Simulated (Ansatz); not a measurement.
The parent structure is TiNi in the CsCl type structure (space group Pm-3m, No. 221; a = 2.9715 Å; not spin-polarised; a cell from a computed database, its experimental status unchecked; relaxed with 0.1 eV smearing). Axes: x, y, z lie along the cube axes.

The values are results of Ansatz (a program for electronic structure) PBEsol, spin-orbit coupling left out, not measurements.

A first run, uniaxial strain ε_yy = +2.35 %, gives secant values C11 ≈ 180 GPa and C12 ≈ 160 GPa from its stress. A second run applies isotropic strain +1.37 %.

### Question
What does linear elasticity predict for the bulk modulus −ΔP/(ΔV/V₀) in the second run, and what does the run give?

### Answer
Linear elasticity: (C11 + 2 C12)/3 = 170 GPa. The run gives 160 GPa; any difference comes from nonlinear terms at these strains and numerical noise.

Whether these cells are dynamically stable was not tested. All final runs are without spin polarisation.
